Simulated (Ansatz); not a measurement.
A self-consistent single point of a (001) slab of Tc (cut from a parent of space group no. 194; 4 atoms in the cell) with Ansatz (a first-principles code)

Method: PBEsol, default PAW files made with PBE (plane waves; Ansatz).

This input was run:

Ansatz 0.2 input:
```yaml
# Tc
crystal:
  lattice:
    - [2.726300, 0.000000, 0.000000]
    - [-1.363150, 2.361045, 0.000000]
    - [0.000000, 0.000000, 20.552092]
  atoms:
    - { symbol: Tc, position_ang: [1.363151, 0.787014, 9.183990] }
    - { symbol: Tc, position_ang: [-0.000001, 1.574031, 7.000001] }
    - { symbol: Tc, position_ang: [1.363151, 0.787014, 13.552091] }
    - { symbol: Tc, position_ang: [-0.000001, 1.574031, 11.368102] }
basis:
  ecutwfc: 500.0
kpoints:
  mp_grid: { grid: [13, 13, 1] }
hamiltonian:
  xc: pbesol
  pseudopotentials: { kind: paw }
scf:
  occupations: { method: gaussian, width: 0.1 }
output:
  forces: true
  eigenvalues: true
  stress: true
```

Log, with long lists cut:

```
WARN the atoms were moved onto the symmetric positions of the space group found under crystal.symmetry.tolerance 1.0e-5 (fractional …
WARN ansatz: RAYON_NUM_THREADS=1 ignored (pool sized by the plan → 1); use --threads N
Pseudopotentials: kind: paw
Pseudopotential: Tc, paw, valence charge 15
Crystal: 4 atoms, lattice volume = 132.292 Å³
Basis set: ecut = 500 eV, 3279 PW (Γ), exchange–correlation on 40×40×300 points (8 copies of the dense FFT grid, shifted against one another)
Bands: 36, of which v1, the nominal top of the filled ones, is band 30 counted from 1 (29 counted from 0)
Symmetry: 12 space group operations
Space group: P-3m1 (ITA 164), of the structure as read, at distance tolerance 5.1e-5 Å
k-points: 21 of 169
PAW frozen core: Tc, regenerated for the run's functional, and the local potential with it
Initial density: superposition of atomic densities (neutral atoms: chi_scale 0, normalization atom)
Initial wavefunctions: pseudopotential atomic-orbital guess
Eigensolver: davidson
Functional: x = pbesol(κ = 0.804, μ = 0.12345679012345678), c = pbesol(β = 0.046)
SCF iter   1: F=—  HF=-21351.269145 eV  |F-HF|=—  |Δ(HF+E_count)|=         —  Δρ=5.15e-2  dr2=3.51e1  ethr=3.10e-3  ⟨swp⟩=8.0  Hψ=3732  notcnv=0
all-band conjugate gradients solve this SCF's bands
preconditioner: auto → LDOS
SCF iter   2: F=—  HF=-21349.058743 eV  |F-HF|=—  |Δ(HF+E_count)|=    2.21e0  Δρ=3.94e-2  dr2=1.08e1  ethr=3.10e-3  ⟨swp⟩=3.9  Hψ=1894  notcnv=0  defer=19
SCF iter   3: F=—  HF=-21348.469615 eV  |F-HF|=—  |Δ(HF+E_count)|=   5.89e-1  Δρ=7.94e-3  dr2=5.53e-1  ethr=3.10e-3  ⟨swp⟩=3.8  Hψ=1692  notcnv=0  defer=21
SCF iter   4: F=—  HF=-21348.436957 eV  |F-HF|=—  |Δ(HF+E_count)|=   3.27e-2  Δρ=1.54e-3  dr2=7.50e-3  ethr=9.21e-4  ⟨swp⟩=2.0  Hψ=916  notcnv=0  defer=21
SCF iter   5: F=—  HF=-21348.435814 eV  |F-HF|=—  |Δ(HF+E_count)|=   1.14e-3  Δρ=5.80e-4  dr2=4.02e-4  ethr=1.25e-5  ⟨swp⟩=3.1  Hψ=1533  notcnv=0  defer=21
SCF iter   6: F=—  HF=-21348.435743 eV  |F-HF|=—  |Δ(HF+E_count)|=   7.14e-5  Δρ=1.52e-4  dr2=7.12e-5  ethr=6.69e-7  ⟨swp⟩=2.5  Hψ=1446  notcnv=0  defer=21
SCF iter   7: F=—  HF=-21348.435748 eV  |F-HF|=—  |Δ(HF+E_count)|=   5.46e-6  Δρ=4.92e-5  dr2=8.63e-6  ethr=1.19e-7  ⟨swp⟩=2.4  Hψ=1207  notcnv=0  defer=21
SCF iter   8: F=—  HF=-21348.435749 eV  |F-HF|=—  |Δ(HF+E_count)|=   9.32e-7  Δρ=1.38e-5  dr2=1.19e-6  ethr=1.44e-8  ⟨swp⟩=2.1  Hψ=975  notcnv=0  defer=21
SCF iter   9: F=-21348.435749 eV  HF=-21348.435749 eV  |F-HF|=8.24e-9  |Δ(HF+E_count)|=   1.15e-7  Δρ=2.32e-6  dr2=1.63e-8  ethr=1.67e-10  ⟨swp⟩=9.9  Hψ=4182  notcnv=0
SCF 1 converged in 9 iterations: F = -21348.435749 eV  dr2 = 1.63e-8
SCF converged after 9 iterations
Free energy (F): -21348.435749 eV
Harris-Foulkes:  -21348.435749 eV  (|F-HF|=8.24e-9)
Internal energy: -21348.419051 eV  (E = F + TS)
E sigma→0 (E₀):  -21348.427400 eV
Entropy (-TS):   -0.016698 eV (-4.175 meV/atom)
Fermi energy:    6.921767 eV
--- Per-component energies (eV) ---
  E_band       = -1114.099390
  E_kinetic    = 2487.715480
  E_local      = -63684.688185  (includes V_loc(G=0)·N_el)
  E_nonlocal   = 1154.526354
  E_hartree    = 30293.532233
  E_xc         = -947.705033
  E_vxc        = -1171.015439  (∫ρ·V_xc dr)
  E_paw        = -12878.403523  (= ΣΔE_a)
  E_vpaw       = -487.672179  (= ΣTr[D̂ρ^β])
  E_aug_tail   = -0.000052  (compensation charges beyond the density's cutoff)
  E_ewald      = 22225.696297
  E_core_change = 0.907378  (= ΣΔE_core)
  E_smearing   = -0.016698  (= −TS)
  E_closure    = 0.000000  (closes the sum)
  Σ components = -21348.435749   (vs F -21348.435749, Δ=0.00e0)
--- Forces (eV/Å), atoms counted from 1 ---
  atom   1  Tc    -0.00000000    -0.00000000    -1.66130645
  atom   2  Tc     0.00000000     0.00000000     1.29033205
  atom   3  Tc    -0.00000000    -0.00000000    -1.29033205
  atom   4  Tc     0.00000000     0.00000000     1.66130645
  max |Σ_I F_I| component: 2.22e-16 eV/Å
--- Stress (GPa, compression-positive) ---
       -5.258874       0.000000       0.000000
       -0.000000      -5.258874       0.000000
        0.000000      -0.000000      -5.844774
  P = ⅓ Tr σ = -5.4542 GPa (-54.542 kbar)
  The stress holds the Pulay correction. Without it, at fixed plane waves, as pw.x and ABINIT print it: P = -5.4627 GPa
--- Band table (eV; the first three rows and the last of 21) ---
  k-point 0: bands = ["-59.8286", "-59.7273", "-59.6240", "-59.5941", "-32.4056", "-32.0109", "-31.5678", "-31.3260", "-31.3260", "-31.2518", "-31.2408", "-31.2408", "-31.1416", "-31.1416", "-31.1270", "-31.1270", "0.0103", "1.1720", "1.5652", [...]
  k-point 1: bands = ["-59.8176", "-59.7182", "-59.6165", "-59.5879", "-32.3853", "-32.0053", "-31.5828", "-31.3785", "-31.3435", "-31.2831", "-31.2772", "-31.2546", "-31.1845", "-31.1753", "-31.1538", "-31.1373", "0.2294", "1.3872", "1.7609", [...]
  k-point 2: bands = ["-59.7869", "-59.6931", "-59.5956", "-59.5711", "-32.3285", "-31.9988", "-31.6528", "-31.5168", "-31.3995", "-31.3908", "-31.3626", "-31.3355", "-31.2932", "-31.2259", "-31.1875", "-31.1659", "0.8203", "1.9287", "2.2408", [...]
  k-point 20: bands = ["-59.5799", "-59.5673", "-59.4812", "-59.4811", "-32.1886", "-32.1809", "-32.0866", "-31.9585", "-31.9192", "-31.9029", "-31.7686", "-31.6962", "-31.6048", "-31.5367", "-31.4352", "-31.4142", "2.3869", "3.0146", "3.1778", [...]
```

The run converged in 9 iterations.

The starting cell has typed, rounded lattice constants, without a prior relaxation at this level. The slab is cut from that crystal, and its faces are unrelaxed. Its lattice was rescaled by up to half a per cent. Spin polarisation is off. Forces in this geometry exceed 1 eV/Å.
